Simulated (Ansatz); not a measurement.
Input:

```xyz
2
Lattice="4.3420 0.0000 0.0000 -2.1710 3.7603 0.0000 2.1710 -1.2534 3.5452" Properties=species:S:1:pos:R:3 pbc="T T T"
Cd     0.0000     0.0000     0.0000
Se     4.3420     0.0000     2.6589
```

Space group of this cell: F-43m, zinc blende. The cell is taken as given.

All values below come from r2SCAN (plane waves, PAW; Ansatz, a program for electronic structure).

The current runs along the normal of the first two printed vectors; no spin-orbit coupling. Scaled by the factor s: both lengths across the current (ions clamped). The meshes follow the cell: 10×10×10 and 12×12 across at s = 0.98, 8×8×8 and 12×12 across at s = 1.00, 8×8×8 and 12×12 across at s = 1.02.

| s | mean pressure (GPa) | band gap (eV) |
|---|---|---|
| 0.98 | 2.1 | ? |
| 1.00 | -0.2 | 1.03 |
| 1.02 | -2.0 | 0.91 |

**Question.** Take the slope of the band gap against ln s from the two given rows, extrapolate to s = 0.98, and say what the run there gives.

**Answer.** Slope = (0.91 − 1.03) / ln 1.02 = -6.06 eV. The line gives 1.03 + (-6.06) × ln 0.98 = 1.15 eV. The run gives 1.10 eV, 0.05 eV under the line, 43 % of the predicted step.
